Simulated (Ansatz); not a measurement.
The starting structures come from a database of crystals and need not be the phases stable at ambient conditions.

The decay constant κ of evanescent states in the gap governs leakage through a thin film.

Given:

```xyz
3
Lattice="5.7210 0.0000 0.0000 0.0000 6.2953 0.0000 0.0000 3.1477 1.8173" Properties=species:S:1:pos:R:3 pbc="T T T"
Zr     0.0000     0.0000     0.0000
S      1.4606     2.0984     0.0000
S      4.2604     4.1969     0.0000
```

The cell was relaxed by PBE-D3(BJ); by r2SCAN it stands under a pressure of 2.6 GPa.

Transport runs along the normal of the first two printed cell vectors, the (110) plane of the conventional cell.

The gap is the functional's own, uncorrected, and κ follows it; spin-orbit coupling is left out. Mid-gap means the computed energy nearest the middle.

Task: State the band gap and the smallest decay constant κ at mid-gap according to r2SCAN (Ansatz, a quantum-chemistry and plane-wave program).

Result: Gap 0.96 eV on a 6×16×16 mesh; κ = 0.159 1/Å, at the zone centre.
